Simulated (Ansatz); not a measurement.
Several settings converged on Zr (Im-3m, 1 atom in the cell)

```
Zr
1.0
   -1.79980     1.79980     1.79980
    1.79980    -1.79980     1.79980
    1.79980     1.79980    -1.79980
Zr
1
Direct
  0.00000   0.00000   0.00000
```

Base method: LDA (PW92), PAW files made with PBE (plane waves; Ansatz, an electronic-structure program).

Base settings: basis.ecutwfc = 420 eV; kpoints.mp_grid.grid = 13 13 13; hamiltonian.xc = lda; hamiltonian.pseudopotentials = {kind: paw} (the program's default PAW files); scf.occupations.method = fermi_dirac; scf.occupations.width = 0.1 eV.

The count of work is k-points × plane waves × bands × iterations; it is no time. 

**The cutoff for other potential files**

Level: DFT, LDA (PW92), plane waves, harder PAW files (source: ansatz) made with PBE.

In this ladder: hamiltonian.pseudopotentials = {kind: paw, source: ansatz}.

The second cell is the first with its lattice scaled by 0.98.

The mesh stays at the base's, so the ladder's end is converged at best in this setting alone.

The first pressure column holds Ansatz's estimate of the finite-basis (Pulay) stress, which hides part of the cutoff error; the other is without it.

Only quantities that move along the ladder and can be compared are tabulated.

| basis.ecutwfc | free energy less the last step's (meV/atom) | energy of the compressed cell less the first (meV/atom) | pressure (GPa) | pressure without the Pulay estimate (GPa) | count of work / last |
|---|---|---|---|---|---|
| 190 eV | 3750.34 | -33.24 | -7.67 | -115.35 | 0.11 |
| 230 eV | 972.42 | -59.18 | -9.02 | -44.53 | 0.14 |
| 295 eV | 81.32 | -49.29 | -8.10 | -12.47 | 0.19 |
| 355 eV | 8.62 | -49.80 | -8.12 | -8.52 | 0.29 |
| 420 eV | 3.36 | -49.84 | -8.12 | -8.15 | 0.36 |
| 505 eV | 2.64 | -49.85 | -8.12 | -8.13 | 0.47 |
| 630 eV | 1.53 | -49.86 | -8.12 | -8.15 | 0.69 |
| 840 eV | 0.00 | -49.86 | -8.12 | -8.14 | 1.0 |

Coarsest basis.ecutwfc that holds the energy of the compressed cell less the first within 2 meV/atom of the last step, with all finer ones: 295 eV, at 0.19 of the last step's count of work; the step before is off by 9.3 meV/atom.

Coarsest basis.ecutwfc that holds the pressure within 0.5 GPa of the last step, with all finer ones: 295 eV, at 0.19 of the last step's count of work; the step before is off by 0.90 GPa.

State of the free energy at the end of the ladder: still drifting one way, by 2.6 meV/atom over the last two steps, so the last step is no safe reference.

At the lowest cutoff the pressure without the Pulay estimate lies 107 GPa under the last step's, the usual sign of Pulay stress in an incomplete plane-wave basis.

**The relaxed cell against the cutoff**

In this ladder: relax = cell and atoms.

The mesh stays at the base's, so the ladder's end is converged at best in this setting alone.

Only quantities that move along the ladder and can be compared are tabulated.

```tsv
basis.ecutwfc	relaxed volume (Å³/atom)	relaxation steps
210 eV	21.125	16
250 eV	21.114	12
295 eV	21.201	7
355 eV	21.192	7
420 eV	21.200	5
505 eV	21.199	5
630 eV	21.199	5
840 eV	21.199	5
```

Coarsest basis.ecutwfc that holds the relaxed volume within 0.021 Å³/atom of the last step, with all finer ones: 295 eV; the step before is off by 0.085 Å³/atom.

At the lowest cutoff the cell relaxes to a volume 0.3 % smaller than at the highest. Ansatz relaxes on a stress corrected for the finite basis.

On the base run: the starting cell comes from a database of computed structures (which also holds hypothetical and non-ambient phases and stackings), without a prior relaxation at this level. Its lattice was rescaled by up to half a per cent.

Keys are those of Ansatz 0.2.
